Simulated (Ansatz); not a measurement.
Take PbS in the zinc blende structure (space group F-43m, No. 216; a = 6.648 Å; a hypothetical phase, not in the database extracts checked) as the base.

(Cell as relaxed with PBE.)

Levels (all Ansatz, an electronic-structure program, PAW): PBE (420 eV, without spin-orbit coupling); PBEsol (420 eV, no spin-orbit coupling).

Each level relaxes its own structure.

```
base                      PBE    PBEsol
-------------------  --------  --------
volume per atom      36.72 Å³  35.01 Å³
lattice parameter a   6.648 Å   6.543 Å
band gap              0.84 eV   0.63 eV
```

It is then changed as follows: cell and atoms relaxed at a pressure of 0.3 GPa.

```csv
quantity,PBE,PBEsol
band gap,0.83 eV,0.61 eV
electron mass,"1.8 mₑ along k, 0.37 mₑ across (at X)","1.7 mₑ along k, 0.35 mₑ across (at X)"
smallest direct gap,1.28 eV,1.14 eV
```

PBE's band gap lies 0.22 eV above PBEsol's; PBE's smallest direct gap lies 0.146 eV above PBEsol's. Neither level is exact; PBEsol is the comparison here, not a measurement.

Spin-orbit coupling, missing from the scalar runs, can matter with Pb. Load acts through the strain it causes; cell and atoms are relaxed under it. Effective masses come from finite differences of ±0.01 Å⁻¹. Along k means along the line from Γ to the band edge. No phonon test of stability was made.
